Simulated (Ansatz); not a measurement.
Take InSe (space group P6_3/mmc, No. 194; layered, stacked along the Cartesian z axis) as the base.

```
CELL_PARAMETERS angstrom
      4.03209     0.00000     0.00000
     -2.01605     3.49190     0.00000
      0.00000     0.00000    16.76410
ATOMIC_POSITIONS crystal
  In 0.33333 0.66667 0.66668
  In 0.66667 0.33333 0.16668
  In 0.66667 0.33333 0.33332
  In 0.33333 0.66667 0.83332
  Se 0.33333 0.66667 0.08992
  Se 0.66667 0.33333 0.58992
  Se 0.66667 0.33333 0.91008
  Se 0.33333 0.66667 0.41008
```

Method: plane-wave PAW DFT at the PBE-D3(BJ) level (Ansatz, an electronic-structure program, 420 eV), scalar-relativistic without spin-orbit coupling.

Carriers are added at fixed cell with a uniform background; the Fermi–Dirac width is that of 300 K.

One change was made to it. Results:

| quantity | base | after |
|---|---|---|
| largest internal atomic displacement | – | 0.058 Å |
| Fermi level relative to the doped band's edge (positive inside the band; to 0.05 eV) | – | +1.00 eV |
| gap character | direct at Γ | direct at Γ |

Q: Which of these changes matches the shifts?
A. electrons 2.0×10^21 cm⁻³
B. holes 7.0×10^21 cm⁻³
C. holes 1.0×10^22 cm⁻³
D. electrons 1.0×10^22 cm⁻³
E. holes 2.0×10^21 cm⁻³

A: B, holes 7.0×10^21 cm⁻³. For comparison, the largest internal atomic displacement in the other runs: holes 2.0×10^21 cm⁻³ gives 0.012 Å; holes 1.0×10^22 cm⁻³ gives 0.119 Å; electrons 2.0×10^21 cm⁻³ gives 0.035 Å; electrons 1.0×10^22 cm⁻³ gives 0.208 Å.

Charged cell with a jellium background: band edges are those of the host's band count, energies are not comparable with the neutral cell, and many-body gap narrowing is missing. No phonon test of stability was made.
